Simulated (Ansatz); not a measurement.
Where the default PAW files enter, the runs use the earlier of Ansatz's two default sets.

The decay constant κ of evanescent states in the gap governs leakage through a thin film.

Here is the system:

```
CELL_PARAMETERS angstrom
      3.95140     0.00000     0.00000
      0.00000     3.95140     0.00000
      1.97570    -1.97570     2.79406
ATOMIC_POSITIONS crystal
  Na 0.00000 0.00000 0.00000
  Cl 0.50000 0.50000 0.00000
```

Space group of this cell: Fm-3m, rock salt. The cell is taken as given.

Transport runs along the normal of the first two printed cell vectors, the (001) plane of the conventional cell.

The gap is the functional's own, uncorrected, and κ follows it; spin-orbit coupling is left out. Mid-gap values are interpolated between the computed energies.

Question: Estimate the band gap and the smallest decay constant κ at mid-gap that r2SCAN (Ansatz, a quantum-chemistry and plane-wave program) returns for this system.

Answer: Gap 6.01 eV on a 12×12×12 mesh; κ = 0.420 1/Å, at the zone centre.
